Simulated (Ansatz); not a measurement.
**Response to strain in BAs**

Take BAs in the zinc blende structure (space group F-43m, No. 216; a = 4.768 Å) as the base. Axes: x, y, z lie along the cube axes.

Strains are applied to the cell and any free atomic positions relax; under biaxial strain the out-of-plane vector relaxes too.

Level of theory: PBEsol/PAW in Ansatz (a quantum-chemistry and plane-wave program), no spin-orbit coupling.

```csv
change,out-of-plane strain,gap character,smallest direct gap
base,–,–,3.25 eV
"biaxial strain −2.50 %, plane normal [111], relaxed out of plane",+0.63 %,"indirect, Γ → F–Γ (17 % along)",2.79 eV
"biaxial strain −1.25 %, plane normal [111], relaxed out of plane",+0.31 %,"indirect, Γ → F–Γ (18 % along)",3.04 eV
"biaxial strain −0.42 %, plane normal [111], relaxed out of plane",+0.10 %,"indirect, Γ → F–Γ (18 % along)",3.19 eV
"biaxial strain +0.42 %, plane normal [111], relaxed out of plane",-0.10 %,"indirect, Γ → F–Γ (18 % along)",3.19 eV
"biaxial strain +0.83 %, plane normal [111], relaxed out of plane",-0.19 %,"indirect, Γ → F–Γ (18 % along)",3.13 eV
"biaxial strain +1.25 %, plane normal [111], relaxed out of plane",-0.29 %,"indirect, Γ → F–Γ (18 % along)",___
"biaxial strain +1.67 %, plane normal [111], relaxed out of plane",-0.38 %,"indirect, Γ → F–Γ (18 % along)",3.02 eV
"biaxial strain +2.08 %, plane normal [111], relaxed out of plane",-0.47 %,"indirect, Γ → F–Γ (18 % along)",2.97 eV
"biaxial strain +2.50 %, plane normal [111], relaxed out of plane",-0.56 %,"indirect, Γ → F–Γ (18 % along)",___
```

Problem. What belongs in the blanks?

Solution. 
- biaxial strain +1.25 %, plane normal [111], relaxed out of plane, smallest direct gap: 3.07 eV
- biaxial strain +2.50 %, plane normal [111], relaxed out of plane, smallest direct gap: 2.92 eV

Whether these cells are dynamically stable was not tested. Labels are those of the standard path for the cell's own space group.
